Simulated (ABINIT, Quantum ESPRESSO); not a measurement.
A Quantum ESPRESSO input for a self-consistent single point of Ga₂Pt (Fm-3m, 3 atoms in the cell) (DFT, PBEsol, plane waves, PseudoDojo standard norm-conserving (PBESOL) pseudopotentials):

```fortran
&CONTROL
  calculation = 'scf',
  prefix = 'run',
  outdir = './tmp/',
  pseudo_dir = './',
  tprnfor = .true.,
  tstress = .true.,
/
&SYSTEM
  ibrav = 0,
  nat = 3,
  ntyp = 2,
  ecutwfc = 85,
  occupations = 'smearing',
  smearing = 'gauss',
  degauss = 0.019992,
/
&ELECTRONS
  conv_thr = 1.0d-10,
  mixing_beta = 0.7,
/
ATOMIC_SPECIES
Ga    69.7230  Ga.upf
Pt   195.0840  Pt.upf
CELL_PARAMETERS {angstrom}
   0.0000000000     2.9085620000     2.9085620000
   2.9085620000     0.0000000000     2.9085620000
   2.9085620000     2.9085620000     0.0000000000
ATOMIC_POSITIONS {crystal}
Ga    0.7500000000    0.7500000000    0.7500000000
Ga    0.2500000000    0.2500000000    0.2500000000
Pt    0.0000000000    0.0000000000    0.0000000000
K_POINTS {automatic}
8 8 8  0 0 0
```

**Question.** Translate this input to ABINIT.

**Answer.** One input that does it (others would too):

```
# Ga2Pt, PseudoDojo nc-sr-04 PBEsol standard
pp_dirpath "./"
pseudos "Ga.upf, Pt.upf"
acell 3*1.0 Angstrom
rprim
         0.0000000000    2.9085620000    2.9085620000
         2.9085620000    0.0000000000    2.9085620000
         2.9085620000    2.9085620000    0.0000000000
natom 3
ntypat 2
znucl 31 78
typat 1 1 2
xcart
         8.2445783947    8.2445783947    8.2445783947
         2.7481927982    2.7481927982    2.7481927982
         0.0000000000    0.0000000000    0.0000000000
ecut 42 Ha
occopt 7
tsmear 0.272 eV
nband 29
kptopt 1
ngkpt 8 8 8
nshiftk 1
shiftk 0 0 0
nstep 60
toldfe 1.0e-09
prtwf 0
prtden 0
enunit 1
```

Basis settings and potentials, where a program has them, do not carry over. This input uses DFT, PBEsol, plane waves, norm-conserving pseudopotentials (PseudoDojo nc-sr-04 PBEsol standard). Both were run: pressure 8.28 GPa in Quantum ESPRESSO and 8.27 in ABINIT.

On ABINIT: the starting cell comes from a database of computed structures (which also holds hypothetical and non-ambient phases and stackings), without a prior relaxation at this level. For this run, on top of that: lattice scaled by 0.98. Spin polarisation is off. With a pressure of about 8 GPa the cell is away from its equilibrium volume at this level.

On Quantum ESPRESSO: the starting cell comes from a database of computed structures (which also holds hypothetical and non-ambient phases and stackings), without a prior relaxation at this level. For this run, on top of that: lattice scaled by 0.98. Spin polarisation is off. With a pressure of about 8 GPa the cell is away from its equilibrium volume at this level.
